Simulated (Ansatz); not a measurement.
For Sc₂B (model structure, started from the Ca2N type, R-3m, No. 166, 3 atoms in the cell), PBE (Ansatz, a first-principles code, plane waves, PAW) gives:

- lattice parameter a = 3.600 Å
- lattice parameter c = 16.300 Å
- bulk modulus = 27.2 GPa
- cohesive energy = 4.88 eV/atom

Problem. What does r²SCAN (plane waves, PAW; Ansatz) give for the same quantities?

Solution. 
- lattice constant a: 3.610 Å (goes up by 0.3 %)
- lattice parameter c: 16.424 Å (increases by 0.8 %)
- bulk modulus: 23.8 GPa (shrinks by 12 %)
- cohesive energy: 4.84 eV/atom (decreases by 0.04 eV/atom)

Changes are worked out from the printed values.

Unless a cell is named, each level is at its own relaxed cell (PBE 20.33, r²SCAN 20.60 Å³/atom).

The crystal itself was run without spin with PBE, r²SCAN; a magnetic state was not tried in these runs.

Caveats: the bulk modulus is −V dP/dV from two relaxed cells at ±2 % in volume (PBE, r²SCAN). Ansatz's density-functional and Hartree–Fock values are scalar-relativistic unless marked +SOC, with PAW data made under PBE.

A model structure was made by putting elements into a prototype or built by hand; it is no filed structure, need not be a known phase, and can be a saddle point held by its symmetry.
